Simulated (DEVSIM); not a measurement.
Structure: abrupt GaAs p-n junction, at 300 K.

| layer (left to right) | material | thickness (μm) | Nd (cm⁻³) | Na (cm⁻³) | τn (s) | τp (s) |
|---|---|---|---|---|---|---|
| 1 | GaAs | 6.10 | - | 3.8e15 | 1.6e-9 | 1.6e-9 |
| 2 | GaAs | 0.560 | 4.1e14 | - | 1.6e-9 | 1.6e-9 |

Left contact: ohmic. Right contact: ohmic. Voltage is applied to the left contact. Recombination: SRH at mid-gap, radiative, Auger. Mobility is constant in doping.

The device is made up for the run: typed textbook-type constants, with dimensions and the other settings drawn at random. Values at 300 K.

| parameter | GaAs |
|---|---|
| gap (eV) | 1.424 |
| affinity (eV) | 4.07 |
| permittivity | 12.9 |
| Nc (cm⁻³) | 4.7e17 |
| Nv (cm⁻³) | 9e18 |
| μn (cm²/Vs) | 8500 |
| μp (cm²/Vs) | 400 |
| B (cm³/s) | 2e-10 |
| Cn (cm⁶/s) | 1e-30 |
| Cp (cm⁶/s) | 1e-30 |

Simulated with DEVSIM: 1D drift-diffusion, Boltzmann statistics, complete ionisation; no tunnelling, impact ionisation, image-force lowering or self-heating.

### Question
Give the dark forward current.

### Answer

```json
[
 {"V (V)": "0.05", "J (A/cm²)": "1.2e-9"},
 {"V (V)": "0.20", "J (A/cm²)": "3.6e-8"},
 {"V (V)": "0.30", "J (A/cm²)": "2.8e-7"},
 {"V (V)": "0.45", "J (A/cm²)": "6.5e-6"},
 {"V (V)": "0.55", "J (A/cm²)": "6.0e-5"},
 {"V (V)": "0.70", "J (A/cm²)": "0.0031"},
 {"V (V)": "0.85", "J (A/cm²)": "0.33"},
 {"V (V)": "0.95", "J (A/cm²)": "5.1"},
 {"V (V)": "1.10", "J (A/cm²)": "59"},
 {"V (V)": "1.25", "J (A/cm²)": "260"},
 {"V (V)": "1.35", "J (A/cm²)": "500"},
 {"V (V)": "1.50", "J (A/cm²)": "1000"},
 {"V (V)": "1.60", "J (A/cm²)": "1500"},
 {"V (V)": "1.75", "J (A/cm²)": "2200"}
]
```
